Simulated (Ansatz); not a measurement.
The reference is Ti in the hcp (Mg type) structure (space group P6_3/mmc, No. 194; a = 2.9395 Å, c = 4.6539 Å; relaxed with 0.1 eV smearing). Axes: x lies along a and z along c of the hexagonal cell.

Level of theory: PBE/PAW in Ansatz (a quantum-chemistry and plane-wave program), no SOC, earlier PAW set.

It is then changed as follows: the cell is compressed by 1.57 % along z with no lateral relaxation; the atoms relax in the strained cell.

Q: What does the calculation give for the energy relative to the base and stress after the change?

A: The energy goes up by 2.6 meV/atom; the stress (xx, yy, zz, yz, xz, xy; compression positive) amounts to (1.2, 1.2, 3.1, 0.0, 0.0, 0.0) GPa.

Whether these cells are dynamically stable was not tested. The final runs are not spin-polarised.
